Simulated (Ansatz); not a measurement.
Band structure of BaSn3Pd (I4mm, 5 atoms in the cell).

```
BaSn3Pd
1.0
   -2.46837     2.46837     5.63511
    2.46837    -2.46837     5.63511
    2.46837     2.46837    -5.63511
Ba Sn Pd
1 3 1
Direct
  0.99999   0.99999   0.00000
  0.24954   0.74954   0.50000
  0.74954   0.24954   0.50000
  0.41256   0.41256   0.00000
  0.65038   0.65038   0.00000
```

Level of theory: LDA (PW92), PAW files made with PBE (plane waves; Ansatz, a quantum-chemistry and plane-wave program).

Settings: basis.ecutwfc = 420 eV; kpoints.mp_grid.grid = 5 5 5; hamiltonian.xc = lda; hamiltonian.pseudopotentials = {kind: paw} (the program's default PAW files); scf.occupations.method = fermi_dirac; scf.occupations.width = 0.05 eV; kpoints.band_path.npoints = 8.

The starting cell comes from a database of computed structures (which also holds hypothetical and non-ambient phases and stackings), without a prior relaxation at this level. Spin polarisation is off.

Levels in eV from the Fermi level, bands 32 to 39:
```json
[
 {"point": "Γ", "32": "-2.44", "33": "-1.70", "34": "-1.70", "35": "0.31", "36": "0.50", "37": "0.50", "38": "1.44", "39": "3.23"},
 {"point": "X", "32": "-2.76", "33": "-1.91", "34": "-1.88", "35": "-1.83", "36": "1.84", "37": "2.36", "38": "3.41", "39": "3.69"},
 {"point": "Y", "32": "-2.68", "33": "-2.21", "34": "-1.69", "35": "-1.36", "36": "1.73", "37": "2.23", "38": "3.01", "39": "3.20"},
 {"point": "S", "32": "-1.79", "33": "-1.62", "34": "-0.89", "35": "-0.37", "36": "0.51", "37": "1.02", "38": "2.07", "39": "2.20"},
 {"point": "Z", "32": "-2.14", "33": "-2.14", "34": "-0.06", "35": "1.15", "36": "1.42", "37": "1.42", "38": "1.84", "39": "2.11"},
 {"point": "S1", "32": "-1.79", "33": "-1.62", "34": "-0.89", "35": "-0.37", "36": "0.51", "37": "1.02", "38": "2.07", "39": "2.20"},
 {"point": "N", "32": "-2.50", "33": "-1.56", "34": "-0.61", "35": "-0.11", "36": "0.14", "37": "1.06", "38": "1.23", "39": "1.69"},
 {"point": "P", "32": "-2.84", "33": "-1.84", "34": "-1.84", "35": "-1.75", "36": "1.11", "37": "2.70", "38": "2.70", "39": "3.92"},
 {"point": "Y1", "32": "-2.68", "33": "-2.21", "34": "-1.69", "35": "-1.36", "36": "1.73", "37": "2.23", "38": "3.01", "39": "3.20"}
]
```

Bands cross the Fermi level along this path, so the cell is metallic at this level.

Keys are those of Ansatz 0.2.
